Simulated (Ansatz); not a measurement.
# Pressure series in MgSe

The parent structure is MgSe in the rock salt structure (space group Fm-3m, No. 225; a = 5.508 Å).

Cell and atoms are relaxed at each pressure.

All numbers come from DFT with PBE, PAW potentials and a 420 eV plane-wave cutoff in Ansatz (an electronic-structure program), no spin-orbit coupling.

For the base:

| Property | Value |
|---|---|
| Smallest direct gap | 2.40 eV |

**Question.** The aim is a smallest direct gap between 3.99 eV and 4.37 eV. Which of these changes reaches it?
(A) pressure 2.1 GPa
(B) pressure 22.5 GPa
(C) pressure 9 GPa

**Answer.** B, pressure 22.5 GPa. It gives 4.15 eV; pressure 2.1 GPa gives 2.61 eV; pressure 9 GPa gives 3.22 eV. Changes not listed may reach it too

Load acts through the strain it causes; cell and atoms are relaxed under it. Stability against distortions was not tested. Competing high-pressure phases were not computed.
